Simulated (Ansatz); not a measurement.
The starting structures come from a database of crystals and need not be the phases stable at ambient conditions.

Tunnelling through a barrier is set by its complex band structure: the current falls as exp(−2κd) with the smallest κ.

Input:

```
CELL_PARAMETERS angstrom
      4.85399     0.00000     0.00000
     -2.42700     4.20368     0.00000
      2.42699     1.40123     8.61553
ATOMIC_POSITIONS crystal
  K  0.00000 0.50000 0.50000
  Sb 0.00000 0.00000 0.00000
  P  0.47034 0.73517 0.79449
  P  0.52966 0.26483 0.20551
  O  0.58566 0.79283 0.62151
  O  0.41434 0.20717 0.37849
  O  0.74159 0.99851 0.86190
  O  0.25841 0.00149 0.13810
  O  0.13959 0.74308 0.86190
  O  0.86041 0.25692 0.13810
  O  0.39502 0.39651 0.86190
  O  0.60498 0.60349 0.13810
```

Space group of this cell: R-3. The cell is taken as given; by r2SCAN its mean pressure is -5.0 GPa.

Transport runs along the normal of the first two printed cell vectors, the (001) plane of the conventional cell.

The gap is the functional's own. No spin-orbit coupling. Mid-gap values are interpolated on the energy grid.

Task: Predict the band gap and the smallest decay constant κ at mid-gap from r2SCAN run with Ansatz (a program for electronic structure).

Result: Gap 3.56 eV on a 8×8×8 mesh; κ = 0.453 1/Å, at the zone centre.
